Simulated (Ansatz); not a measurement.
**Mg2Ge: band gap against strain**

Mg2Ge (antifluorite, Fm-3m, 22.064 Å³/atom at rest, cube axes along x, y and z) under an equal strain ε along all three axes. PBE in Ansatz, a plane-wave DFT program (PAW, default set), 420 eV, 9×9×9 Γ-centred mesh, Fermi-Dirac smearing 0.05 eV; ions are relaxed within the symmetry of each cell. Gaps are the smallest over the k-mesh and a band path, without spin-orbit coupling; in all rows the valence edge lies at Γ and the conduction edge at about 1.0 Å⁻¹ from Γ. Runs with a gap under 0.1 eV are left out.

Here s stands for strain and Eg for gap.

| strain (%) | gap (eV) |
|---|---|
| -2.00 | ? |
| -1.00 | 0.14 |
| -0.50 | 0.15 |
| 0.00 | 0.17 |
| 0.50 | 0.18 |
| 1.00 | 0.19 |

### Question
Using a straight line, estimate the missing Eg at s = -2.00 from the other rows, showing the fit.

### Answer
Means: s 0, Eg 0.166. About the means, the sum of products is 0.065000 and the sum of squares of s is 2.5000; the slope is their ratio. Least squares gives Eg = 0.166 + 0.0260·s. Residuals (row less fit): 0.000, -0.003, 0.004, 0.001, -0.002; standard error 0.003 (degrees of freedom: 3). Over these rows the gap moves by 2.6 ± 0.2 eV per unit strain, or 0.87 eV per unit of ln V. At the withheld row, Eg = 0.166 + 0.0260 × (-2.0) = 0.114 eV. The calculation gives 0.11 eV, which the fit meets to the printed digits. The row lies outside the fitted rows, so this is an extrapolation. The fitted rows scatter only by rounding.

Other structures, which can take over under pressure, weren't tried. Spin-orbit coupling is left out, which can shift this property for Mg2Ge. Rows are the converged runs of the series near zero and its far end; series whose fitted rows scatter by over a few per cent of the range, as at a crossing or softening among them, aren't shown in this form. Most that stay on the fit to the last digits aren't either.
